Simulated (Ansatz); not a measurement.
**fcc Al: the defect C interstitial**

These are PBE, PAW (plane waves to 420 eV; Ansatz, an electronic-structure program) values and carry that method's errors. Set-up: 108-site cell; 4×4×4 shifted k-points; start: void with 6Al nearest; energies good to tenths of an eV; the relaxation kept the symmetry of the starting site.

Neighbours after relaxation, in Å: of the C atom: Al 2.08, Al 2.08, Al 2.08, Al 2.08, Al 2.08, Al 2.08.

Formation energies E_f are those of the neutral cell. Chemical conditions: impurity bounded by its compound with the host (Δμ(C) = -0.21 eV, bounded by Al4C3 (R-3m); only phases computed here count, gases as isolated molecules at 0 K). Reference phases: C: graphite.

The name describes the start; the neighbours show where the added atom ended.

| charge | moment (μB) | point group | largest move off a lattice site (Å) | E_f, impurity bounded by its compound with the host (eV) |
|---|---|---|---|---|
| 0 | not spin-polarised | Oh | 0.06 | 1.66 |

Point groups are those of the whole cell at tolerances of 0.03 and 0.1 Å ("near" where only the looser one holds); none is given for unsettled states.

No other site or start that was run ended lower by more than 0.1 eV.
